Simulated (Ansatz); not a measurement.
# The (110) surface of bcc Ta in its 1x1 cell

All values below come from PBE (plane waves to 420 eV, PAW; Ansatz, an electronic-structure program).

Set-up: 4 atoms, 7.0 Å thick at the start (thin: gaps and levels are the slab's own); mesh 10x10x1; 0.1 eV smearing; dipole correction on; all atoms relaxed; start symmetry kept, larger cells not searched; no spin, no spin-orbit, no U.

```
Item                                                            Result
-----------------------------  ---------------------------------------
work function of the top face                                  4.77 eV
energy released by relaxation                                 0.062 eV
cost                           about 100 core-seconds (a rough figure)
```
